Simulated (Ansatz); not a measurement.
## Convergence study of the plane-wave cutoff for Ni (Fm-3m, 1 atom in the cell)

```
CELL_PARAMETERS angstrom
      0.00000     1.75472     1.75472
      1.75472     0.00000     1.75472
      1.75472     1.75472     0.00000
ATOMIC_POSITIONS crystal
  Ni 0.00000 0.00000 0.00000
```
Moments meant for the start (each program seeds them in its own way; μB, in the order of the atoms Ni): 1.0.

Method of the run: PBE, PAW files (plane waves; Ansatz, a quantum-chemistry and plane-wave program).

Base settings: basis.ecutwfc = 420 eV; kpoints.mp_grid.grid = 16 16 16; hamiltonian.xc = pbe; hamiltonian.pseudopotentials = {kind: paw} (the program's default PAW files); magnetization.spin_polarized = true; scf.occupations.method = gaussian; scf.occupations.width = 0.1 eV.

The second cell is the first with its lattice scaled by 0.98.

The mesh stays at the base's, so the ladder's end is converged at best in this setting alone.

The first pressure column holds Ansatz's estimate of the finite-basis (Pulay) stress, which hides part of the cutoff error; the other is without it.

Only quantities that move along the ladder and can be compared are tabulated.

The magnetic state is not the same in all runs (site moments differ, or a search went on to a lower state), so steps between rows are not convergence errors alone.

The count of work is k-points × plane waves × bands × iterations; it is no time. 

The starting cell has typed, rounded lattice constants, without a prior relaxation at this level. Its lattice was rescaled by up to half a per cent. With one magnetic atom in the cell only a parallel order is possible.

Steps (basis.ecutwfc): 145 eV; 170 eV; 190 eV; 210 eV; 230 eV; 250 eV; 295 eV; 335 eV; 380 eV; 420 eV; 460 eV; 505 eV; 565 eV; 630 eV; 735 eV; 840 eV; 1010 eV.

Problem. What is the coarsest basis.ecutwfc that holds the net moment within 0.02 μB/atom of the last step, with all finer ones?

Solution. 250 eV, at 0.16 of the last step's count of work; the step before is off by 0.026 μB/atom.

Problem. What is the coarsest basis.ecutwfc that holds the pressure without the Pulay estimate within 0.1 GPa of the last step, with all finer ones?

Solution. 420 eV, at 0.26 of the last step's count of work; the step before is off by 0.38 GPa.

Problem. What is the coarsest basis.ecutwfc that holds the pressure within 1 GPa of the last step, with all finer ones?

Solution. 335 eV, at 0.24 of the last step's count of work; the step before is off by 5.9 GPa.

| basis.ecutwfc | free energy less the last step's (meV/atom) | energy of the compressed cell less the first (meV/atom) | pressure (GPa) | pressure without the Pulay estimate (GPa) | net moment (μB/atom) | count of work / last |
|---|---|---|---|---|---|---|
| 145 eV | 117431.98 | 1379.52 | 459.61 | -5989.49 | 0.000 | 0.062 |
| 170 eV | 46400.28 | 189.24 | -62.81 | -2777.78 | 0.000 | 0.066 |
| 190 eV | 23403.46 | -168.65 | -96.20 | -1524.16 | 0.282 | 0.072 |
| 210 eV | 12241.64 | -152.37 | -19.82 | -869.30 | 0.570 | 0.094 |
| 230 eV | 6083.88 | 45.50 | 16.50 | -484.75 | 0.575 | 0.087 |
| 250 eV | 2881.96 | 103.69 | 15.92 | -259.07 | 0.600 | 0.16 |
| 295 eV | 417.60 | 60.92 | 7.17 | -51.15 | 0.593 | 0.18 |
| 335 eV | 51.67 | 37.10 | 2.16 | -7.36 | 0.600 | 0.24 |
| 380 eV | 6.81 | 32.88 | 1.45 | 0.90 | 0.600 | 0.24 |
| 420 eV | 4.87 | 32.57 | 1.40 | 1.29 | 0.600 | 0.26 |
| 460 eV | 3.36 | 32.53 | 1.39 | 1.20 | 0.601 | 0.35 |
| 505 eV | 1.85 | 32.42 | 1.36 | 1.24 | 0.601 | 0.41 |
| 565 eV | 1.03 | 32.29 | 1.32 | 1.27 | 0.601 | 0.44 |
| 630 eV | 0.56 | 32.21 | 1.31 | 1.27 | 0.601 | 0.52 |
| 735 eV | 0.20 | 32.17 | 1.29 | 1.29 | 0.601 | 0.71 |
| 840 eV | 0.15 | 32.16 | 1.29 | 1.29 | 0.601 | 0.81 |
| 1010 eV | 0.00 | 32.15 | 1.29 | 1.28 | 0.601 | 1.0 |

The energy difference between the two cells stays within 1 meV/atom of the last step's from 380 eV on, the total only from 630 eV on: much of the error is common to both cells and cancels.

At the lowest cutoff the pressure without the Pulay estimate lies 5990 GPa under the last step's, the usual sign of Pulay stress in an incomplete plane-wave basis.

Keys are those of Ansatz 0.2.
